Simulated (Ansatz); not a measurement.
SiC: energy against strain

SiC (zinc blende, F-43m, 10.334 Å³/atom at rest) under an equal strain ε in the (001) plane with the normal axis free, as in a coherent film. r2SCAN in Ansatz, a plane-wave DFT program (PAW, default set), 500 eV, 13×13×13 Γ-centred mesh, Fermi-Dirac smearing 0.05 eV; ions are relaxed within the symmetry of each cell.

Here s stands for strain and y for E less E0.

```csv
strain (%),E less E0 (meV/atom)
-1.50,6.90
-1.00,3.03
-0.50,0.75
0.00,0.00
0.50,0.74
1.00,2.91
1.50,6.49
3.00,?
```

Taking a parabola for y over the 7 complete rows: Least squares gives y = -0.001 - 0.1057·s + 2.9752·s². Residuals (row less fit): 0.048, -0.050, -0.046, 0.001, 0.050, 0.042, -0.045; standard error 0.057 (degrees of freedom: 4). Twice the quadratic coefficient over the volume, 2 × 2.9752 meV × 10⁴ × 0.1602 / 10.334 Å³, is twice the biaxial elastic modulus of this plane = 923 ± 8 GPa.

Task: What does the fit predict for y at s = 3.00, and how far is the calculated value from it?

Result: y = -0.001 - 0.1057 × 3.0 + 2.9752 × 3.0² = 26.459 meV/atom. The calculation gives 25.17 meV/atom, 1.289 meV/atom below the prediction (5.1 % of the range of y in the table). The row lies outside the fitted rows, so this is an extrapolation. From the scatter of the fitted rows alone, a prediction at this place has a standard error of 0.219 meV/atom, so the miss is 5.9 times that.

One order more, fitted to all 13 runs of the series, follows each within 0.01, so the miss is the next term of a smooth law. Rows are the converged runs of the series near zero and its far end; series whose fitted rows scatter by over a few per cent of the range, as at a crossing or softening among them, aren't shown in this form. Most that stay on the fit to the last digits aren't either.
